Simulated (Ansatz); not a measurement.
YPt3 (Pm-3m, No. 221) was calculated with LDA (Ansatz, a quantum-chemistry and plane-wave program, plane waves, PAW).

Settings: plane-wave cutoff 520 eV, 14×14×14 k mesh, Fermi–Dirac smearing 0.05 eV, scalar-relativistic PAW data made under PBE.

Cell (relaxed at this level):

```
CELL_PARAMETERS angstrom
      4.03229     0.00000     0.00000
      0.00000     4.03229     0.00000
      0.00000     0.00000     4.03229
ATOMIC_POSITIONS crystal
  Y  0.00000 0.00000 0.00000
  Pt 0.50000 0.50000 0.00000
  Pt 0.00000 0.50000 0.50000
  Pt 0.50000 0.00000 0.50000
```

Question: Predict the bulk modulus.

Answer: 
bulk modulus: 211 GPa

The run finds no gap.

Note: the bulk modulus is −V dP/dV from two relaxed cells at ±2 % in volume.

Spin–orbit coupling is not included.
